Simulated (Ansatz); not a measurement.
# MoPt₂ (Immm, No. 71)

These are PBEsol-D3(BJ) in Ansatz (plane waves, PAW) values and carry that method's errors.

Numerical settings: plane-wave cutoff 520 eV, 24×24×24 k mesh, Fermi–Dirac smearing 0.05 eV, no spin polarisation, scalar-relativistic PAW data made under PBE.

Cell (relaxed at this level):

```
MoPt2
1.0
   -1.36062     1.94906     4.09441
    1.36062    -1.94906     4.09441
    1.36062     1.94906    -4.09441
Mo Pt
1 2
Cartesian
  0.00000   0.00000   0.00000
  0.00000   0.00000   5.43415
  0.00000   0.00000   2.75467
```

* **bulk modulus B0**: 330 GPa
* **band gap**: none
* **pressure derivative B′ of the bulk modulus**: 4.9

Note: the relaxation could not lower the start's symmetry, so the cell can be a saddle point above a distorted one; the bulk modulus comes from volumes at which shape and atoms were relaxed.

Spin–orbit coupling is not included.

Computed values are for the static lattice.

Computing time: about 40 core-minutes (a rough figure).

Ansatz is a first-principles code.
